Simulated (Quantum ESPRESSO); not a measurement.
A user runs Quantum ESPRESSO on Ba₃SnF₆ (P-1, 10 atoms in the cell) and asks whether the run is sound. The aim is a self-consistent single point with DFT, PBEsol, plane waves, GBRV 1.5 ultrasoft (PBESOL) pseudopotentials.

Cell that was meant: a = 3.8329 Å, b = 8.3275 Å, c = 8.4375 Å, α = 115.40°, β = 95.47°, γ = 99.52°.

Part of the input:

```fortran
   mixing_beta = 0.7,
/
ATOMIC_SPECIES
Ba   137.3270  sn_pbesol_v1.4.uspp.F.UPF
Sn   118.7100  ba_pbesol_v1.uspp.F.UPF
F     18.9984  f_pbesol_v1.4.uspp.F.UPF
CELL_PARAMETERS {bohr}
   7.2430556740     0.0000000000     0.0000000000
  -2.6038460682    15.5197027211     0.0000000000
  -1.5190261097    -7.1892646199    14.1505243342
ATOMIC_POSITIONS {crystal}
Ba  0.0000000000    0.5000000000    0.0000000000
Ba  0.5000000000    0.5000000000    0.5000000000
Ba  0.0000000000    0.0000000000    0.5000000000
Sn  0.0000000000    0.0000000000    0.0000000000
F   0.9206800000    0.2547800000    0.3959800000
F   0.0793200000    0.7452200000    0.6040200000
F   0.6191600000    0.2229400000    0.6894000000
F   0.3808400000    0.7770600000    0.3106000000
F   0.5050500000    0.5911800000    0.8420200000
F   0.4949500000    0.4088200000    0.1579800000
K_POINTS {automatic}
4 2 2  0 0 0
```

Log, with long lists cut:

```
     Message from routine setup:
     using ibrav=0 with symmetry is DISCOURAGED, use correct ibrav instead
     G-vector sticks info
   [... lines left out ...]
        k(    2) = (   0.0000000   0.0000000  -0.2559289), wk =   0.1250000
        k(    3) = (   0.0000000  -0.2333503  -0.1185551), wk =   0.1250000
   [... 9 lines left out ...]

     Dense  grid:    75941 G-vectors     FFT dimensions: (  36,  72,  72)

     Smooth grid:    54381 G-vectors     FFT dimensions: (  30,  64,  72)

     Initial potential from superposition of free atoms

     starting charge      90.9861, renormalised to      94.0000

     negative rho (up, down):  9.902E-02 0.000E+00
     Self-consistent Calculation

     iteration #  1     ecut=    40.00 Ry     beta= 0.70

     negative rho (up, down):  9.083E-02 0.000E+00

     total energy              =    -837.92700082 Ry
     estimated scf accuracy    <       1.03544589 Ry

     iteration #  2     ecut=    40.00 Ry     beta= 0.70

     negative rho (up, down):  8.904E-02 0.000E+00

     total energy              =    -838.05609726 Ry
     estimated scf accuracy    <       0.97133927 Ry

     iteration #  3     ecut=    40.00 Ry     beta= 0.70

     negative rho (up, down):  8.920E-02 0.000E+00

     total energy              =    -838.29689353 Ry
     estimated scf accuracy    <       0.25560445 Ry

   [... 11 blocks of this kind left out ...]

     iteration # 15     ecut=    40.00 Ry     beta= 0.70

     negative rho (up, down):  8.854E-02 0.000E+00

     total energy              =    -838.34693813 Ry
     estimated scf accuracy    <          1.1E-10 Ry

     iteration # 16     ecut=    40.00 Ry     beta= 0.70

     negative rho (up, down):  8.854E-02 0.000E+00
     End of self-consistent calculation

     the Fermi energy is     6.1561 ev

!    total energy              =    -838.34693813 Ry
     estimated scf accuracy    <          1.9E-11 Ry
     smearing contrib. (-TS)   =      -0.00024458 Ry
     internal energy E=F+TS    =    -838.34669356 Ry

     convergence has been achieved in  16 iterations

     negative rho (up, down):  8.854E-02 0.000E+00

     Forces acting on atoms (cartesian axes, Ry/au):

     atom    1 type  1   force =     0.00000000    0.00000000    0.00000000
     atom    2 type  1   force =     0.00000000    0.00000000    0.00000000
     atom    3 type  1   force =     0.00000000    0.00000000    0.00000000
     atom    4 type  2   force =     0.00000000    0.00000000    0.00000000
   [... lines left out ...]
     Total force =     0.038647     Total SCF correction =     0.000008
   [... lines left out ...]

     negative rho (up, down):  8.854E-02 0.000E+00
          total   stress  (Ry/bohr**3)                   (kbar)     P=      -76.55
  -0.00042263  -0.00003324  -0.00001184          -62.17       -4.89       -1.74
  -0.00003324  -0.00052912  -0.00009756           -4.89      -77.84      -14.35
  -0.00001184  -0.00009756  -0.00060941           -1.74      -14.35      -89.65

   JOB DONE.
```

Can these results be used? Check the input.

The run is not sound. The fault is potential files assigned to the wrong elements. Each file describes one element; swapped files give the atoms the wrong cores and charges. To fix it, match the files to the elements. The run converged in 16 iterations without an error; against the sound input the pressure goes from -2.56 to -7.66 GPa and the largest force goes from 0.138 to 0.460 eV/Å. The full log also holds: “c_bands:  1 eigenvalues not converged”.

The sound input it was made from differs as follows (other fixes are possible):
```diff
-Ba   137.3270  sn_pbesol_v1.4.uspp.F.UPF
-Sn   118.7100  ba_pbesol_v1.uspp.F.UPF
+Ba   137.3270  ba_pbesol_v1.uspp.F.UPF
+Sn   118.7100  sn_pbesol_v1.4.uspp.F.UPF
-Ba  0.0000000000    0.5000000000    0.0000000000
-Ba  0.5000000000    0.5000000000    0.5000000000
-Ba  0.0000000000    0.0000000000    0.5000000000
-Sn  0.0000000000    0.0000000000    0.0000000000
-F   0.9206800000    0.2547800000    0.3959800000
-F   0.0793200000    0.7452200000    0.6040200000
-F   0.6191600000    0.2229400000    0.6894000000
-F   0.3808400000    0.7770600000    0.3106000000
-F   0.5050500000    0.5911800000    0.8420200000
-F   0.4949500000    0.4088200000    0.1579800000
+Ba    0.0000000000    0.5000000000    0.0000000000
+Ba    0.5000000000    0.5000000000    0.5000000000
+Ba    0.0000000000    0.0000000000    0.5000000000
+Sn    0.0000000000    0.0000000000    0.0000000000
+F     0.9206800000    0.2547800000    0.3959800000
+F     0.0793200000    0.7452200000    0.6040200000
+F     0.6191600000    0.2229400000    0.6894000000
+F     0.3808400000    0.7770600000    0.3106000000
+F     0.5050500000    0.5911800000    0.8420200000
+F     0.4949500000    0.4088200000    0.1579800000
```

With that input, the run converged in 12 iterations: free energy E − TS -9004.2373 eV; Fermi level (on the code's own zero) 6.71 eV; pressure -2.56 GPa; largest force (vector length) 0.138 eV/Å (DFT, PBEsol, plane waves, GBRV 1.5 ultrasoft (PBESOL) pseudopotentials).

On the sound input: the starting cell comes from a database of computed structures (which also holds hypothetical and non-ambient phases and stackings), without a prior relaxation at this level. The run gives no clean gap (levels at the Fermi energy touch, overlap or are partly filled at this smearing), which alone does not show that the compound is a metal. Without a gap this mesh is coarse (it stands for a supercell whose shortest vector is 15 Å).
